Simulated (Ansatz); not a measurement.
The starting structures come from a database of crystals and need not be the phases stable at ambient conditions.

The decay constant κ of evanescent states in the gap governs leakage through a thin film.

Data:

```xyz
18
Lattice="6.3747 -0.0323 0.0051 1.8076 6.6561 0.0486 -1.5310 0.4316 4.7611" Properties=species:S:1:pos:R:3 pbc="T T T"
Al     5.1005     4.8138     4.0326
Al     1.5509     2.2415     0.7821
H      5.6584     3.2228     1.3307
H      0.9930     3.8325     3.4840
H      6.5760     5.7948     1.3523
H      0.0755     1.2606     3.4624
Pb     3.1178     5.4460     1.0042
Pb     3.5336     1.6093     3.8105
O      6.1776     2.9918     0.5214
O      0.4738     4.0635     4.2933
O      7.1090     5.7268     0.5244
O     -0.4576     1.3285     4.2903
F      5.6920     5.9757     2.7459
F      0.9594     1.0796     2.0688
F      4.7686     3.6174     2.6700
F      1.8829     3.4379     2.1447
F      3.3978     5.4284     3.9242
F      3.2536     1.6269     0.8905
```

Space group of this cell: P-1. The cell was relaxed by PBE-D3(BJ); by r2SCAN its mean pressure is -2.5 GPa.

Transport runs along the normal of the first two printed cell vectors.

The gap is the functional's own, uncorrected, and κ follows it; spin-orbit coupling is left out. Mid-gap values are interpolated between the computed energies.

Task: State the band gap and the smallest decay constant κ at mid-gap according to r2SCAN in Ansatz (a program for electronic structure).

Result: Gap 4.97 eV on a 6×6×6 mesh; κ = 0.531 1/Å, at (0.500, 0.000) of the in-plane reciprocal vectors. At the zone centre, at the nearest computed energy, the slowest state has κ = 0.54 1/Å.
